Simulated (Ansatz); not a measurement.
A hypothetical phase is included: elements placed on a structure type, which no database files for this compound.

Evanescent states of SiC (Pm-3n, 12 atoms a cell, 12.6 Å³ an atom) along the normal of (001)

Calculation: r2SCAN (plane waves, PAW; Ansatz, a first-principles code).

The gap is the functional's own. No spin-orbit coupling. Mid-gap values are those at the computed energy nearest the middle.

Energies count from the valence-band top; κ is the least over a 6×6 mesh across the current.

```tsv
E (eV)	κ (1/Å)	where
0.06	0.053	Γ
0.17	0.091	Γ
0.28	0.116	Γ
0.39	0.137	Γ
0.49	0.154	Γ
0.60	0.168	Γ
0.71	0.181	Γ
0.82	0.193	Γ
0.94	0.204	Γ
1.04	0.214	Γ
1.16	0.223	Γ
1.26	0.231	Γ
1.38	0.239	off Γ
1.49	0.224	off Γ
1.59	0.206	off Γ
1.71	0.185	off Γ
1.81	0.161	off Γ
1.93	0.130	off Γ
2.04	0.088	off Γ
```

Problem. How thick must the barrier be to attenuate the transmission by 10^6 when the electrodes' Fermi level lies at 1.38 eV, and what attenuation does that film give at 1.04 eV?

Solution. d = 6 ln 10 / (2 × 0.239) = 28.9 Å. At 1.04 eV it gives 6 × 0.214/0.239 = 5.4 decades.
